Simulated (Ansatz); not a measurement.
**BaScO₂F (P4/mmm, No. 123, 5 atoms in the cell; start mp-1227813)**

These are LDA in Ansatz (PAW) values and carry that method's errors.

Settings: plane-wave cutoff 520 eV, 8×8×8 k mesh, Fermi–Dirac smearing 0.01 eV, scalar-relativistic PAW data made under PBE.

Cell (relaxed at this level):

Space group P4/mmm (No. 123); a = b = 4.098 Å, c = 4.078 Å, α = β = γ = 90.00°

| atom | site | symmetry | x | y | z |
|---|---|---|---|---|---|
| Ba | 1d | 4/mmm | 0.5000 | 0.5000 | 0.5000 |
| Sc | 1a | 4/mmm | 0.0000 | 0.0000 | 0.0000 |
| O | 2f | mmm. | 0.0000 | 0.5000 | 0.0000 |
| F | 1b | 4/mmm | 0.0000 | 0.0000 | 0.5000 |

* **band gap**: 3.13 eV
* **smallest direct gap on the k points sampled**: 3.45 eV

Spin–orbit coupling is not included.

Computed values are for the static lattice.

It cost around 15 core-seconds (rough) of CPU time.

A start named mp-… is a Materials Project structure, which need not be a measured phase.

Ansatz is a first-principles code.
